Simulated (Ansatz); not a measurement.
Ge3N4, pressure series

The parent structure is Ge3N4 (space group P6_3/m, No. 176).

Space group P6₃/m (No. 176); a = b = 8.057 Å, c = 3.085 Å, α = β = 90.00°, γ = 120.00°

| atom | site | symmetry | x | y | z |
|---|---|---|---|---|---|
| Ge | 6h | m.. | 0.2372 | 0.4066 | 0.2500 |
| N | 2c | -6.. | 0.3333 | 0.6667 | 0.2500 |
| N | 6h | m.. | 0.3304 | 0.0258 | 0.2500 |

Cell and atoms are relaxed at each pressure.

Calculations: PBEsol (Ansatz, a quantum-chemistry and plane-wave program; PAW; 420 eV plane waves; no spin-orbit coupling).

```csv
pressure (GPa),volume per atom (Å³/atom)
-2,12.522
-1,12.453
0,12.385
0.3,?
0.7,12.340
1.5,12.288
3,12.194
5,12.074
10,11.797
```

### Question
Fit the third-order Birch–Murnaghan form P(V) = (3B₀/2)[(V₀/V)^(7/3) − (V₀/V)^(5/3)]·[1 + (3/4)(B₀′ − 4)((V₀/V)^(2/3) − 1)] (squares taken in P) to the rows shown and predict the withheld row.

### Answer
Least squares on the printed values gives V₀ = 12.386 Å³/atom, B₀ = 187 GPa, B₀′ = 3.9; this predicts 12.366 Å³/atom, and the run gives 12.366 Å³/atom, in agreement.

Load acts through the strain it causes; cell and atoms are relaxed under it. Whether these cells are dynamically stable was not tested. Competing high-pressure phases were not computed.
